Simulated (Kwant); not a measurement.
Device: GaN/Al0.2Ga0.8N stack with 1 barrier. One parabolic valley. Leads of mass 0.2 mₑ with the band edge at 0; grid 0.1 nm; bias 0 V, dropping linearly over the stack.

| layer | thickness (nm) | band offset (eV) | mass (mₑ) |
|---|---|---|---|
| 1 | 2 | 0.35 | 0.22 |

Constants are typed, rounded textbook-type inputs, not results; the design itself was drawn at random and stands for no fabricated device.

Model: one-band effective-mass tight-binding model in one dimension, coherent, no space charge (Kwant).

Sweep values stay those of the base run.

The mass in the first barrier was swept, all else fixed.

```json
[
 {"mass in the first barrier (mₑ)": "0.13", "transmission at E = 0.1077 eV": "0.072", "transmission at E = 0.2203 eV": "0.24", "mean transmission over the sweep": "0.31", "transmission at E = 0.4455 eV": "0.78"},
 {"mass in the first barrier (mₑ)": "0.18", "transmission at E = 0.1077 eV": "0.045", "transmission at E = 0.2203 eV": "0.15", "mean transmission over the sweep": "0.22", "transmission at E = 0.4455 eV": "0.63"},
 {"mass in the first barrier (mₑ)": "0.22", "transmission at E = 0.1077 eV": "0.031", "transmission at E = 0.2203 eV": "0.11", "mean transmission over the sweep": "0.17", "transmission at E = 0.4455 eV": "0.55"},
 {"mass in the first barrier (mₑ)": "0.29", "transmission at E = 0.1077 eV": "0.017", "transmission at E = 0.2203 eV": "0.060", "mean transmission over the sweep": "0.12", "transmission at E = 0.4455 eV": "0.45"}
]
```

From the first row to the last the transmission at E = 0.1077 eV goes from 0.072 to 0.017. From the first row to the last the transmission at E = 0.2203 eV goes from 0.24 to 0.060.
